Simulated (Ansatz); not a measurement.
# TiSi2 with two functionals, uniaxial strain ε_xx = −2.68 %

Start from TiSi₂ (space group Cmcm, No. 63; a = 3.5461 Å, b = 13.5634 Å, c = 3.5798 Å). Axes: x, y, z lie along a, b, c of the conventional cell.

(Cell as relaxed with PBE.)

Levels (all Ansatz, a quantum-chemistry and plane-wave program, PAW): PBE (420 eV, no spin-orbit coupling); r2SCAN (500 eV, no spin-orbit coupling).

Each level relaxes its own structure.

```
base                  PBE    r2SCAN
---------------  --------  --------
volume per atom  14.35 Å³  14.16 Å³
band gap             zero      zero
```

Modification: the cell is compressed by 2.68 % along x with no lateral relaxation, atoms relaxed at fixed cell.

```json
[
 {"quantity": "energy relative to the base (free energy F)", "PBE": "+9.0 meV/atom", "r2SCAN": "+9.6 meV/atom"},
 {"quantity": "pressure (mean of the normal stresses, compression positive)", "PBE": "4.2 GPa", "r2SCAN": "4.4 GPa"},
 {"quantity": "shortest interatomic distance", "PBE": "2.395 Å", "r2SCAN": "2.371 Å"},
 {"quantity": "band gap", "PBE": "zero", "r2SCAN": "zero"}
]
```

PBE's energy relative to the base lies 0.7 meV/atom below r2SCAN's; PBE's pressure lies 0.2 GPa below r2SCAN's; PBE's shortest interatomic distance lies 0.0233 Å above r2SCAN's (1.0 %); the two agree on the band gap. Neither level is exact; r2SCAN is the comparison here, not a measurement.

Without a gap, meshes like the base's 14×14×13 leave anisotropic stresses uncertain by several tenths of a GPa, and small strain energies with them. Whether these cells are dynamically stable was not tested. The final runs are not spin-polarised.
